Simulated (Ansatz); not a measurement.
## AlB2-type ZrB₂

Computed with HSE06-D3(BJ) (PAW; Ansatz, a quantum-chemistry and plane-wave program).

Settings: plane-wave cutoff 460 eV, 12×12×8 k mesh (along the axes of the cell as run), Fermi–Dirac smearing 0.05 eV, scalar-relativistic PAW data made under PBE.

Cell (relaxed at this level):

```cif
data_B2Zr
_chemical_formula_sum 'Zr1 B2'
_space_group_name_H-M_alt 'P 1'
_space_group_IT_number 1
_cell_length_a 3.12558
_cell_length_b 3.12558
_cell_length_c 3.48499
_cell_angle_alpha 90.000
_cell_angle_beta 90.000
_cell_angle_gamma 120.000
loop_
_space_group_symop_operation_xyz
  'x, y, z'
loop_
_atom_site_label
_atom_site_type_symbol
_atom_site_fract_x
_atom_site_fract_y
_atom_site_fract_z
_atom_site_occupancy
Zr1 Zr 0.00000 0.00000 0.00000 1
B1 B 0.33333 0.66667 0.50000 1
B2 B 0.66667 0.33333 0.50000 1
```

| Item | Value |
|---|---|
| equilibrium lattice constant a | 3.126 Å |
| lattice parameter c | 3.485 Å |

Measured, for comparison: lattice constant a 3.17 Å, lattice parameter c 3.532 Å (room temperature, not corrected to a static lattice; as tabulated in Zhang et al. (2020), arXiv:1911.03307). Computed (rounded) less measured: lattice constant a -1.4 %, lattice parameter c -1.3 %. A static lattice is as a rule a little smaller and stiffer than an uncorrected measurement, which narrows the difference in the lattice constant a, lattice parameter c and would widen misses of the other sign.

Static lattice: no zero-point or thermal effects.

It cost about 60 core-minutes (a rough figure) of CPU time.
